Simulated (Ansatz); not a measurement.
Ansatz (an electronic-structure program), DFT, PBE0, plane waves, its norm-conserving files: diamond-structure Si, atoms displaced (Si64), 64 atoms. Basis and mesh were picked for this test and aren't claimed converged.

Ansatz 0.2 input:
```yaml
crystal:
  lattice:
    - [10.862, 0.0, 0.0]
    - [0.0, 10.862, 0.0]
    - [0.0, 0.0, 10.862]
  atoms:
    - { symbol: Si, position: [0.001389, 0.996375, 0.000039] }
    - { symbol: Si, position: [0.129303, 0.12369, 0.129899] }
    - { symbol: Si, position: [0.997929, 0.247701, 0.251185] }
    - { symbol: Si, position: [0.125008, 0.375147, 0.37695] }
    - { symbol: Si, position: [0.249867, 0.003965, 0.249356] }
    - { symbol: Si, position: [0.374248, 0.126805, 0.376184] }
    - { symbol: Si, position: [0.246493, 0.251766, 0.998593] }
... (54 lines of coordinates left out) ...
    - { symbol: Si, position: [0.870359, 0.628433, 0.878081] }
    - { symbol: Si, position: [0.747269, 0.753144, 0.49751] }
    - { symbol: Si, position: [0.874036, 0.876508, 0.626731] }
kpoints:
  mp_grid: { grid: [1, 1, 1] }
hamiltonian:
  xc: pbe0
  pseudopotentials: { kind: nc, source: ansatz }
scf:
  occupations: { method: fixed }
  exx: { scdm_threshold: 0.0 }
output:
  forces: true
```

```bash
OMP_NUM_THREADS=88 ANSATZ_TIMINGS=1 ansatz run --backend cpu --threads 88 --max-ram 200GiB --events-out run.ndjson --runs-dir run.runs --progress --plain run.yaml
```

The program reports k-points after symmetry: 1, bands at the start: 192, electrons: 256, plane waves at Γ: 31463, cutoff (eV): 489.805, FFT grid: 80×80×80, symmetry operations: 1.

Machine: one whole node, Arm Neoverse V2, 96 cores on 1 socket, no SMT, 1 L3 cache group.

On 88 threads this takes 13 s. Wall times, medians of two to five repeats, each run alone on the node (launch to exit). Processes are pinned to neighbouring cores unless said otherwise. The build: release build for Arm (Neoverse V2), one process with threads; another build can shift the numbers. Scratch files lie in a memory file system.

**Question.** Speed this job up; the result has to stay within 1.0 meV/atom in energy, 10 meV/Å in forces (largest component). Keep to 88 cores.

**Answer.** This is not unique; one that fits is going from scf.exx.scdm_threshold = 0, scf.exx.build = auto (default), scf.exx.ecutfock_ratio = not set to scf.exx.scdm_threshold = not set, scf.exx.build = pair_densities, scf.exx.ecutfock_ratio = 1, one of the fastest among the values tried that keep the result.

```diff
-  exx: { scdm_threshold: 0.0 }
+  exx: { build: pair_densities, ecutfock_ratio: 1 }
```

Time: 13 s to 5.8 s (2.3× as fast). The largest move is in building exact exchange (ace_build): 4.0 s to 0.31 s. These two results differ by: energy under 0.001 meV/atom, forces (largest component) 0.048 meV/Å. Others tried: scf.exx.build = pair_densities, scf.exx.ecutfock_ratio = not set, scf.exx.scdm_threshold = not set (5.8 s); scf.exx.build = auto (default), scf.exx.ecutfock_ratio = not set, scf.exx.energy_threshold = 1e-07 eV, scf.exx.scdm_threshold = not set (5.8 s); scf.exx.build = auto_tight, scf.exx.ecutfock_ratio = not set, scf.exx.scdm_threshold = not set (5.8 s); scf.exx.build = auto (default), scf.exx.ecutfock_ratio = not set, scf.exx.scdm_threshold = not set (5.8 s); scf.exx.build = auto (default), scf.exx.ecutfock_ratio = not set, scf.exx.warmup_dr2_ratio = 0.1, scf.exx.scdm_threshold = not set (5.8 s); scf.exx.build = auto (default), scf.exx.ecutfock_ratio = not set, scf.exx.energy_threshold = 0.001 eV, scf.exx.scdm_threshold = not set (6.1 s); scf.exx.build = pair_densities, scf.exx.ecutfock_ratio = 2, scf.exx.scdm_threshold = not set (6.7 s); scf.exx.build = pair_densities, scf.exx.ecutfock_ratio = 4, scf.exx.scdm_threshold = not set (9.6 s); scf.exx.build = auto (default), scf.exx.ecutfock_ratio = not set, scf.exx.scdm_threshold = 0.02 (13 s); scf.exx.build = auto (default), scf.exx.ecutfock_ratio = not set, scf.exx.scdm_threshold = 0.004 (13 s).
